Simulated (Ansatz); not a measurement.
Candidates (primitive cells; geometry: relaxed with this functional, without spin-orbit coupling):
A. ZrMo2 (Fd-3m), a = b = c = 5.3247 Å, α = β = γ = 60.00°
B. YIr₂ (Fd-3m), a = b = c = 5.298 Å, α = β = γ = 60.00°
C. SrPd2 (Fd-3m), a = 5.4993 Å, b = 5.4993 Å, c = 5.4993 Å, α = 60.00°, β = 60.00°, γ = 60.00°
D. NaAu2 (Fd-3m), a = b = c = 5.514 Å, α = β = γ = 60.00°

Problem. Put the candidates in order of resistivity at 300 K, lowest first, for Ansatz (a program for electronic structure) with PBEsol, DFPT electron-phonon coupling, linearised Boltzmann equation.

Solution. D (8.7 μΩ·cm), A (12.9 μΩ·cm), C (24 μΩ·cm), B (71 μΩ·cm)

Metals; harmonic phonons alone scatter; means over directions. Halving the electron mesh moves these values by up to 10 %; q meshes are mostly untested. Some of the runs warned that the eigensolver left states short of its tolerance. Spin-orbit coupling is left out.

Formula and space group known from diffraction (Crystallography Open Database), not checked to be the room-temperature form: NaAu2 (Fd-3m), SrPd2 (Fd-3m), YIr2 (Fd-3m), ZrMo2 (Fd-3m). The missing spin-orbit coupling matters most for NaAu2 (Fd-3m), YIr2 (Fd-3m).
